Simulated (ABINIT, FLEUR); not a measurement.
A FLEUR input for a self-consistent single point of TePd₃ (I4/mmm, 4 atoms in the cell) (DFT, LDA (Vosko-Wilk-Nusair), all-electron FLAPW (FLEUR), scalar-relativistic valence):

Input of the input generator:

```
scf TePd3
&input film=f /
-4.0844880608 4.0844880608 6.0437031945
4.0844880608 -4.0844880608 6.0437031945
4.0844880608 4.0844880608 -6.0437031945
1.0
1.0 1.0 1.0

4
52 0.0000000000 0.0000000000 0.0000000000
46 0.7500000000 0.2500000000 0.5000000000
46 0.2500000000 0.7500000000 0.5000000000
46 0.5000000000 0.5000000000 0.0000000000

&comp jspins=1 /
&exco xctyp='vwn' /
&kpt div1=9 div2=9 div3=9 /
&end /
```

```xml
<?xml version="1.0" encoding="UTF-8" standalone="no"?>
<fleurInput fleurInputVersion="0.39">
   <comment>
      scf TePd3                                                                                           
   </comment>
   <calculationSetup>
      <cutoffs Kmax="4.2" Gmax="16.8" GmaxXC="16.8" numbands="0"/>
      <scfLoop itmax="60" minDistance="0.00001" maxIterBroyd="99" imix="Anderson" alpha="0.05" precondParam="0.0" spinf="2.0"/>
      <coreElectrons ctail="T" frcor="F" kcrel="0" coretail_lmax="0"/>
      <xcFunctional name="vwn" relativisticCorrections="F"/>
      <magnetism jspins="1"/>
      <soc l_soc="F" theta="0.0" phi="0.0" spav="F"/>
      <expertModes spex="0" secvar="F"/>
      <geometryOptimization l_f="T" forcealpha="1.0" forcemix="BFGS" epsdisp="0.00001" epsforce="0.00001"/>
      <ldaU l_linMix="F" mixParam="0.05" spinf="1.0"/>
   </calculationSetup>
   <cell>
      <bzIntegration valenceElectrons="64.0" mode="gauss" fermiSmearingEnergy="0.00734986">
         <kPointListSelection listName="default-1"/>
         <!-- k-points included here -->
         <xi:include xmlns:xi="http://www.w3.org/2001/XInclude" href="kpts.xml"> </xi:include>
      </bzIntegration>
      <!-- symmetry operations included here -->
      <xi:include xmlns:xi="http://www.w3.org/2001/XInclude" href="sym.xml"> </xi:include>
      <bulkLattice scale="1.0">
         <bravaisMatrix>
            <row-1>   -4.0844880608000000     4.0844880608000000     6.0437031944999999</row-1>
            <row-2>    4.0844880608000000    -4.0844880608000000     6.0437031944999999</row-2>
            <row-3>    4.0844880608000000     4.0844880608000000    -6.0437031944999999</row-3>
         </bravaisMatrix>
      </bulkLattice>
   </cell>
   <atomSpecies>
      <species name="Tellurium (Te)" element="Te" atomicNumber="52">
         <mtSphere radius="2.42" gridPoints="837" logIncrement="0.015"/>
         <atomicCutoffs lmax="10" lnonsphr="8"/>
         <electronConfig flipSpins="F">
            <coreConfig>(1s1/2) (2s1/2) (2p1/2) (2p3/2) (3s1/2) (3p1/2) (3p3/2) (4s1/2) (3d3/2) (3d5/2) (4p1/2) (4p3/2)</coreConfig>
            <valenceConfig>(5s1/2) (4d3/2) (4d5/2) (5p1/2) (5p3/2)</valenceConfig>
            <stateOccupation state="(5p1/2)" spinUp="0.6666666666667" spinDown="0.6666666666667"/>
            <stateOccupation state="(5p3/2)" spinUp="1.3333333333333" spinDown="1.3333333333333"/>
         </electronConfig>
         <energyParameters s="5" p="5" d="5" f="4"/>
         <lo type="SCLO" l="2" n="4" eDeriv="0"/>
      </species>
      <species name="Palladium (Pd)" element="Pd" atomicNumber="46">
         <mtSphere radius="2.42" gridPoints="837" logIncrement="0.015"/>
         <atomicCutoffs lmax="10" lnonsphr="8"/>
         <electronConfig flipSpins="F">
            <coreConfig>(1s1/2) (2s1/2) (2p1/2) (2p3/2) (3s1/2) (3p1/2) (3p3/2) (4s1/2) (3d3/2) (3d5/2)</coreConfig>
            <valenceConfig>(4p1/2) (4p3/2) (5s1/2) (4d3/2) (4d5/2)</valenceConfig>
            <stateOccupation state="(5s1/2)" spinUp="0.5" spinDown="0.5"/>
            <stateOccupation state="(4d3/2)" spinUp="1.8" spinDown="1.8"/>
            <stateOccupation state="(4d5/2)" spinUp="2.7" spinDown="2.7"/>
         </electronConfig>
         <energyParameters s="5" p="5" d="4" f="4"/>
         <lo type="SCLO" l="1" n="4" eDeriv="0"/>
      </species>
   </atomSpecies>
   <atomGroups>
      <atomGroup species="Tellurium (Te)">
         <relPos label="                   1">.0000000000 .0000000000 .0000000000</relPos>
         <force calculate="T" relaxXYZ="TTT"/>
      </atomGroup>
      <atomGroup species="Palladium (Pd)">
         <relPos label="                   2">-1.000/4.000 1.000/4.000 1.000/2.000</relPos>
         <relPos label="                   3">1.000/4.000 -1.000/4.000 1.000/2.000</relPos>
         <force calculate="T" relaxXYZ="TTT"/>
      </atomGroup>
      <atomGroup species="Palladium (Pd)">
         <relPos label="                   4">1.000/2.000 1.000/2.000 .0000000000</relPos>
         <force calculate="T" relaxXYZ="TTT"/>
      </atomGroup>
   </atomGroups>
   <output dos="F" band="F" slice="F">
      <checks vchk="F" cdinf="F"/>
      <bandDOS minEnergy="-.5*Htr" maxEnergy="0.5*Htr" sigma="0.015" storeEVData="T"/>
      <vacuumDOS vacdos="F" integ="F" star="F" nstars="0" locx1="0.0" locy1="0.0" locx2="0.0" locy2="0.0" nstm="0" tworkf="0.0"/>
      <unfoldingBand unfoldBand="F" supercellX="1" supercellY="1" supercellZ="1"/>
      <plotting iplot="0" polar="F">
         <plot TwoD="T" vec1="  1.0  0.0  0.0" vec2="  0.0  1.0  0.0" vec3="  0.0  0.0  1.0" zero="  0.0  0.0  0.0" file="plot"/>
      </plotting>
      <chargeDensitySlicing numkpt="0" minEigenval="0.0" maxEigenval="0.0" nnne="0" pallst="F"/>
      <specialOutput eonly="F"/>
      <magneticCircularDichroism mcd="F" energyLo="-10.0" energyUp="0.0"/>
   </output>
  <!-- We include the file relax.xml here to enable relaxations (see documentation) -->
  <xi:include xmlns:xi="http://www.w3.org/2001/XInclude" href="relax.xml"> <xi:fallback/> </xi:include>
</fleurInput>
```

**Question.** Give the ABINIT input for the same structure, mesh, smearing and functional.

**Answer.** One input that does it (others would too):

```
# TePd3, JTH v2.0 LDA PAW
pp_dirpath "./"
pseudos "Te.LDA_PW-JTH.xml, Pd.LDA_PW-JTH.xml"
acell 4.4240111683 4.4240111683 4.4240111683 Angstrom
rprim
        -0.4885652223    0.4885652223    0.7229163486
         0.4885652223   -0.4885652223    0.7229163486
         0.4885652223    0.4885652223   -0.7229163486
natom 4
ntypat 2
znucl 52 46
typat 1 2 2 2
xcart
         0.0000000000    0.0000000000    0.0000000000
        -0.0000000000    2.1614180000    1.5990950000
         2.1614180000   -0.0000000000    1.5990950000
        -0.0000000000   -0.0000000000    3.1981900000
      Angstrom
ecut 48 Ry
pawecutdg 96 Ry
pawxcdev 0
occopt 7
tsmear 0.00734986
nband 39
kptopt 1
ngkpt 9 9 9
nshiftk 1
shiftk 0 0 0
nstep 100
tolvrs 1.0e-10
prtwf 0
prtden 0
prtvol 1
```

Basis, cutoffs, solver keys and any potentials are the target program's own. This input uses DFT, LDA (PW92), plane waves, PAW (JTH v2.0 LDA PAW). LDA parametrisations can differ slightly between programs.

The starting cell comes from a database of computed structures (which also holds hypothetical and non-ambient phases and stackings), without a prior relaxation at this level. Its lattice was rescaled by a random factor within 2.5 % of one. For this run, on top of that: lattice scaled by 0.98.
